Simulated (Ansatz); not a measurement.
Take CdF₂ in the fluorite structure (space group Fm-3m, No. 225; a = 5.384 Å) as the base. Axes: x, y, z lie along the cube axes.

All numbers come from DFT with PBEsol, PAW potentials and a 420 eV plane-wave cutoff in Ansatz (a quantum-chemistry and plane-wave program), scalar-relativistic without spin-orbit coupling.

For the base:

- Band gap: 2.94 eV
- Smallest direct gap: 3.43 eV

It is then changed as follows: tensile biaxial strain of 0.83 % in the plane normal to [111], as in epitaxy on a mismatched substrate; the out-of-plane cell vector and the atoms relax.

**Question.** What does the calculation give for the band gap after the change?

**Answer.** The band gap falls by 0.016 eV to 2.93 eV.

**Question.** How does this affect the in-plane stress?

**Answer.** The mean in-plane stress (compression positive) amounts to -0.8 GPa.

**Question.** What does the calculation give for the smallest direct gap after the change?

**Answer.** The smallest direct gap falls by 0.06 eV to 3.37 eV.

**Question.** Estimate the effect on the ratio −ε⊥/ε∥.

**Answer.** The ratio −ε⊥/ε∥ amounts to 1.35.

**Question.** Predict the new energy relative to the base.

**Answer.** The energy rises by 0.5 meV/atom.

Stability against distortions was not tested.
